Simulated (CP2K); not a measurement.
# A self-consistent single point of AlCo (Pm-3m, 2 atoms in the cell) with CP2K

Level of theory: PBE, GPW, DZVP-MOLOPT-SR-GTH basis, GTH-PBE potentials (GTH_POTENTIALS) in CP2K 2026.2.

The input file:

```
&GLOBAL
  PROJECT scf
  RUN_TYPE ENERGY_FORCE
  PRINT_LEVEL LOW
&END GLOBAL
&FORCE_EVAL
  METHOD Quickstep
  STRESS_TENSOR ANALYTICAL
  &DFT
    BASIS_SET_FILE_NAME BASIS_MOLOPT
    POTENTIAL_FILE_NAME GTH_POTENTIALS
    &QS
      METHOD GPW
      EPS_DEFAULT 1E-11
    &END QS
    &MGRID
      CUTOFF 600
      REL_CUTOFF 40
      NGRIDS 5
    &END MGRID
    &SCF
      SCF_GUESS ATOMIC
      EPS_SCF 1E-6
      MAX_SCF 100
      ADDED_MOS 5
      &DIAGONALIZATION
        ALGORITHM STANDARD
      &END DIAGONALIZATION
      &MIXING
        METHOD BROYDEN_MIXING
        ALPHA 0.3
        NBUFFER 8
      &END MIXING
      &SMEAR ON
        METHOD GAUSSIAN
        SIGMA [eV] 0.272
      &END SMEAR
    &END SCF
    &KPOINTS
      SCHEME MONKHORST-PACK 9 9 9
    &END KPOINTS
    &XC
      &XC_FUNCTIONAL PBE
      &END XC_FUNCTIONAL
    &END XC
    &PRINT
      &MO
        EIGENVALUES T
        OCCUPATION_NUMBERS T
        NDIGITS 8
        FILENAME mo
        &EACH
          QS_SCF 0
        &END EACH
        ADD_LAST NUMERIC
      &END MO
      &MULLIKEN OFF
      &END MULLIKEN
    &END PRINT
  &END DFT
  &SUBSYS
    &CELL
      A 2.79515300 0.00000000 0.00000000
      B 0.00000000 2.79515300 0.00000000
      C 0.00000000 0.00000000 2.79515300
      PERIODIC XYZ
    &END CELL
    &COORD
      SCALED
      Al       0.00000000     0.00000000     0.00000000
      Co       0.50000000     0.50000000     0.50000000
    &END COORD
    &KIND Al
      BASIS_SET DZVP-MOLOPT-SR-GTH-q3
      POTENTIAL GTH-PBE-q3
    &END KIND
    &KIND Co
      BASIS_SET DZVP-MOLOPT-SR-GTH-q17
      POTENTIAL GTH-PBE-q17
    &END KIND
  &END SUBSYS
  &PRINT
    &FORCES ON
    &END FORCES
    &STRESS_TENSOR ON
    &END STRESS_TENSOR
  &END PRINT
&END FORCE_EVAL
```

Output (repeated stretches shortened):

```
 GLOBAL| Method name                                                        CP2K
 GLOBAL| Project name                                                        scf
 GLOBAL| Run type                                                   ENERGY_FORCE

 TOTAL NUMBERS AND MAXIMUM NUMBERS

  Total number of            - Atomic kinds:                                   2
                             - Atoms:                                          2
                             - Shell sets:                                     2
                             - Shells:                                        13
                             - Primitive Cartesian functions:                 10
                             - Cartesian basis functions:                     45
                             - Spherical basis functions:                     39

  Maximum angular momentum of- Orbital basis functions:                        3
                             - Local part of the GTH pseudopotential:          2
                             - Non-local part of the GTH pseudopotential:      3

 SCF PARAMETERS         Density guess:                                    ATOMIC
                        max_scf:                                             100
                        max_diis:                                              4
                        eps_scf:                                        1.00E-06
                        eps_diis:                                       1.00E-01
                        eps_eigval:                                     1.00E-05
                        level_shift [a.u.]:                             0.000000
                        added MOs                                         5    0
                        Mixing method:                            BROYDEN_MIXING
                                                charge density mixing in g-space
                        Smear method:                                   GAUSSIAN
                        Smearing width (sigma) [a.u.]:                  1.00E-02
                        Accuracy threshold:                             1.00E-10
                        No outer SCF

 Extrapolation method: initial_guess

 Number of electrons:                                                         20
 Number of occupied orbitals:                                                 10
 Number of molecular orbitals:                                                15

 Number of orbital functions:                                                 39
 Number of independent orbital functions:                                     39

 SCF WAVEFUNCTION OPTIMIZATION

  Step     Update method      Time    Convergence         Total energy    Change
     1 NoMix/Diag. 0.30E+00      -     1.47564674      -148.2645701545 -1.48E+02
     2 Broy./Diag. 0.30E+00      -     0.27907113      -145.7465944751  2.52E+00
     3 Broy./Diag. 0.30E+00      -     0.15993029      -150.2951948730 -4.55E+00
     4 Broy./Diag. 0.30E+00      -     0.03850069      -147.6015665015  2.69E+00
     5 Broy./Diag. 0.30E+00      -     0.00308069      -147.5939799347  7.59E-03
     6 Broy./Diag. 0.30E+00      -     0.00330653      -147.5617293368  3.23E-02
     7 Broy./Diag. 0.30E+00      -     0.00015598      -147.5637189898 -1.99E-03
     8 Broy./Diag. 0.30E+00      -     0.00006082      -147.5631556402  5.63E-04
     9 Broy./Diag. 0.30E+00      -     0.00000244      -147.5631636200 -7.98E-06
    10 Broy./Diag. 0.30E+00      -     0.00000124      -147.5631603101  3.31E-06
    11 Broy./Diag. 0.30E+00      -     0.00000010      -147.5631604671 -1.57E-07

  *** SCF run converged in    11 steps ***

  Electronic density on regular grids:        -20.0000000000        0.0000000000
  Core density on regular grids:               19.9999999999       -0.0000000001
  Total charge density on r-space grids:       -0.0000000001
  Total charge density g-space grids:          -0.0000000001

  Overlap energy of the core charge distribution:               0.00000000000013
  Self energy of the core charge distribution:               -235.29089533590235
  Core Hamiltonian energy:                                     65.83048938339040
  Hartree energy:                                              37.83889073302026
  Exchange-correlation energy:                                -15.94073483818946
  Smearing free energy correction:                             -0.00091040944932
  Fermi energy:                                                 0.45540341437160

  Total energy:                                              -147.56316046712956
  Total energy (extrapolated to sigma->0):                   -147.56270526240490

 ENERGY| Total FORCE_EVAL ( QS ) energy [hartree]           -147.563160458215293

 FORCES| Atomic forces [hartree/bohr]
 FORCES|   Atom     x               y               z               |f|
 FORCES|      1 -1.25924067E-13 -1.25977803E-13 -1.25047971E-13   2.17633344E-13
 FORCES|      2  1.83118092E-12  1.82988712E-12  1.79412005E-12   3.14969477E-12
 FORCES| Sum     1.70525685E-12  1.70390931E-12  1.66907208E-12
 FORCES| Total atomic force                                       2.93206574E-12

 STRESS| Analytical stress tensor [bar]
 STRESS|                        x                   y                   z
 STRESS|      x        1.03952132271E+05   3.13832586646E-04   3.13832682865E-04
 STRESS|      y        3.13832586646E-04   1.03952132271E+05   3.13836933130E-04
 STRESS|      z        3.13832682865E-04   3.13836933130E-04   1.03951936783E+05
 STRESS| 1/3 Trace                                             1.03952067108E+05
```

The run converged in 11 iterations.

The starting cell comes from a database of computed structures (which also holds hypothetical and non-ambient phases and stackings), without a prior relaxation at this level. Its lattice was rescaled by a random factor within 2.5 % of one. Spin polarisation is off. Values carry the incompleteness of an atom-centred basis. With a pressure of about 10 GPa the cell is away from its equilibrium volume at this level.

Cost on one core of a shared machine: roughly 50 s.
